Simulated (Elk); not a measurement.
Worked example: self-consistent single point of MgS (Fm-3m, 2 atoms in the cell) in Elk

Computed with Elk 10.2.4 with PBEsol, all-electron FP-LAPW, Elk's shipped species files, APW+lo basis with extra local orbitals.

Input:

```
tasks
  0

xctype
  22

tforce
  .true.

rgkmax
  8.0

gmaxvr
  18.0

lmaxapw
  10

lmaxo
  8

nxlo
  2

lorbcnd
  .true.

lradstp
  2

nrmtscf
  2.0

lmaxi
  4

stype
  0

swidth
  0.0001

maxscl
  100

avec
    0.0000000000    4.9216027190    4.9216027190
    4.9216027190    0.0000000000    4.9216027190
    4.9216027190    4.9216027190    0.0000000000

sppath
  'species/'

atoms
  2
  'Mg.in'
  1
  0.0000000000  0.0000000000  0.0000000000    0.0 0.0 0.0
  'S.in'
  1
  0.5000000000  0.5000000000  0.5000000000    0.0 0.0 0.0

ngridk
  9 9 9
```

Log, with long lists cut:

```
│ Elk code version 10.2.4 │

All units are atomic (Hartree, Bohr, etc.)

│ Ground-state run starting from atomic densities │

Lattice vectors :
   0.000000000       4.921602719       4.921602719
   4.921602719       0.000000000       4.921602719
   4.921602719       4.921602719       0.000000000

Unit cell volume      :    238.4238282
Brillouin zone volume :    1.040375097

Muffin-tin inner radius fraction :   0.1000000000E-01

Nuclei treated as point charges

Species :    1 (Mg)
 parameters loaded from : Mg.in
 name : magnesium
 nuclear charge    :   -12.00000000
 electronic charge :    12.00000000
 atomic mass :    44305.30462
 muffin-tin radius :    2.200000000
 number of radial points in muffin-tin :    799
 atomic positions (lattice), magnetic fields (Cartesian) :
   1 :   0.00000000  0.00000000  0.00000000    0.00000000  0.00000000  0.00000000

Species :    2 (S)
 parameters loaded from : S.in
 name : sulphur
 nuclear charge    :   -16.00000000
 electronic charge :    16.00000000
 atomic mass :    58450.91926
 muffin-tin radius :    2.200000000
 number of radial points in muffin-tin :    799
 atomic positions (lattice), magnetic fields (Cartesian) :
   1 :   0.50000000  0.50000000  0.50000000    0.00000000  0.00000000  0.00000000

Total number of atoms per unit cell :    2

Spin treatment :
 spin-unpolarised

Number of Bravais lattice symmetries :   48
Number of crystal symmetries         :   48
Crystal has inversion symmetry
Real symmetric eigensolver will be used

k-point grid :      9     9     9
k-point offset :    0.000000000       0.000000000       0.000000000
k-point set is reduced with full crystal symmetry group
Total number of k-points :       35

Muffin-tin radius times maximum |G+k| :    8.000000000
 using average radius
Maximum |G+k| for APW functions       :    3.636363636
Maximum (1/2)|G+k|²                   :    6.611570248
Maximum |G| for potential and density :    18.00000000
 potential will be trimmed for |G| > 2 gkmax
Constant for pseudocharge density :   10
Radial integration step length :    2

G-vector grid sizes :     40    40    40
Number of G-vectors :    23505

Maximum angular momentum used for
 APW functions                      :   10
 outer part of muffin-tin           :    8
 inner part of muffin-tin           :    4

Total nuclear charge    :   -28.00000000
Total core charge       :    12.00000000
Total valence charge    :    16.00000000
Total excess charge     :    0.000000000
Total electronic charge :    28.00000000

Effective Wigner radius, rₛ :    1.266779438

Number of empty states         :    8
Total number of valence states :   16
Total number of core states    :   12

Conduction state local-orbitals added automatically
Total number of local-orbitals :  199

Exchange-correlation functional :     22     0     0
 PBEsol, Phys. Rev. Lett. 100, 136406 (2008)
 gradient requirement :    1
 generalised gradient approximation (GGA)

Smearing type :    0
 Gaussian
Smearing width :   0.1000000000E-03
Effective electronic temperature (K) :    31.57750248

Mixing type :    3
 Broyden mixing, J. Phys. A: Math. Gen. 17, L317 (1984)

Kohn-Sham potential initialised from atomic data

│ Self-consistent loop started │
│ Loop number : 1 │
 total energy                :     -602.227891472
│ Loop number : 2 │
 total energy                :     -602.180295430
RMS change in Kohn-Sham potential (target) :   0.5387529139     (  0.1000000000E-05)
Absolute change in total energy (target)   :   0.4759604270E-01 (  0.1000000000E-03)
│ Loop number : 3 │
 total energy                :     -601.078376043
RMS change in Kohn-Sham potential (target) :   0.3842115057     (  0.1000000000E-05)
Absolute change in total energy (target)   :    1.113818397     (  0.1000000000E-03)
│ Loop number : 4 │
 total energy                :     -599.759428611
RMS change in Kohn-Sham potential (target) :   0.1813177803     (  0.1000000000E-05)
Absolute change in total energy (target)   :    1.597402032     (  0.1000000000E-03)
│ Loop number : 5 │
 total energy                :     -598.973277291
RMS change in Kohn-Sham potential (target) :   0.5820806817E-01 (  0.1000000000E-05)
Absolute change in total energy (target)   :    1.185501827     (  0.1000000000E-03)
│ Loop number : 6 │
 total energy                :     -598.688210703
RMS change in Kohn-Sham potential (target) :   0.1379427291E-01 (  0.1000000000E-05)
Absolute change in total energy (target)   :   0.5814420451     (  0.1000000000E-03)
│ Loop number : 7 │
 total energy                :     -598.597325730
RMS change in Kohn-Sham potential (target) :   0.6603745056E-03 (  0.1000000000E-05)
Absolute change in total energy (target)   :   0.2362454842     (  0.1000000000E-03)
│ Loop number : 8 │
 total energy                :     -598.595432476
RMS change in Kohn-Sham potential (target) :   0.3718669487E-03 (  0.1000000000E-05)
Absolute change in total energy (target)   :   0.6095462492E-01 (  0.1000000000E-03)
│ Loop number : 9 │
 total energy                :     -598.592097800
RMS change in Kohn-Sham potential (target) :   0.7794188295E-04 (  0.1000000000E-05)
Absolute change in total energy (target)   :   0.1857333273E-01 (  0.1000000000E-03)
│ Loop number : 10 │
 total energy                :     -598.592039954
RMS change in Kohn-Sham potential (target) :   0.3464423708E-04 (  0.1000000000E-05)
Absolute change in total energy (target)   :   0.4701178723E-02 (  0.1000000000E-03)
│ Loop number : 11 │
 total energy                :     -598.592008004
RMS change in Kohn-Sham potential (target) :   0.2371919927E-05 (  0.1000000000E-05)
Absolute change in total energy (target)   :   0.1207244849E-02 (  0.1000000000E-03)
│ Loop number : 12 │
 total energy                :     -598.591990045
RMS change in Kohn-Sham potential (target) :   0.9757805583E-06 (  0.1000000000E-05)
Absolute change in total energy (target)   :   0.3197703576E-03 (  0.1000000000E-03)
│ Loop number : 13 │
 total energy                :     -598.591971826
RMS change in Kohn-Sham potential (target) :   0.1328245662E-06 (  0.1000000000E-05)
Absolute change in total energy (target)   :   0.9816100089E-04 (  0.1000000000E-03)
Convergence targets achieved

│ Loop number : 14 │

Energies :
 Fermi                       :     0.163403959505
 sum of eigenvalues          :     -326.926307907
 electron kinetic            :      600.336093963
 core electron kinetic       :      521.427899610
 Coulomb                     :     -1157.84561328
 Coulomb potential           :     -873.670261373
 nuclear-nuclear             :     -96.5282287955
 electron-nuclear            :     -1248.96450759
 Hartree                     :      187.647123107
 Madelung                    :     -721.010482589
 xc potential                :     -53.5921404977
 exchange                    :     -39.8300620830
 correlation                 :     -1.25238673566
 total energy                :     -598.591968131

Density of states at Fermi energy :   0.8125424114E-05
 (states/Hartree/unit cell)

Estimated indirect band gap :   0.1041210344
 from k-point      1 to k-point     24
Estimated direct band gap   :   0.1315088870
 at k-point      1

Charges :
 core                        :    12.00000000
 valence                     :    16.00000000
 interstitial                :    2.933691590
 muffin-tins (core leakage)
  species :    1 (Mg)
   atom    1                 :    10.45160638     (   0.000000000    )
  species :    2 (S)
   atom    1                 :    14.61470203     (  0.7217560483E-04)
 total in muffin-tins        :    25.06630841
 total calculated charge     :    27.99985643
 total charge                :    28.00000000
 error                       :   0.1435701471E-03

│ Self-consistent loop stopped │

Forces :
 species :    1 (Mg)
  atom :    1
   Hellmann-Feynman          :     0.00000000    0.00000000    0.00000000
   IBS                       :    -0.00000000   -0.00000000   -0.00000000
   total force               :     0.00000000    0.00000000    0.00000000
   total magnitude           :     0.00000000
 species :    2 (S)
  atom :    1
   Hellmann-Feynman          :     0.00000000   -0.00000000    0.00000000
   IBS                       :    -0.00000000    0.00000000   -0.00000000
   total force               :    -0.00000000   -0.00000000    0.00000000
   total magnitude           :     0.00000000
```

The run converged in 14 iterations. The count includes the last loop, which Elk runs after its targets are met.

The starting cell comes from a database of computed structures (which also holds hypothetical and non-ambient phases and stackings), without a prior relaxation at this level. Values depend on the basis (sphere radii, cutoffs, local orbitals), which need not be converged. Another mesh or the band path of this cell gives a smaller gap, so this value is not converged in the mesh.
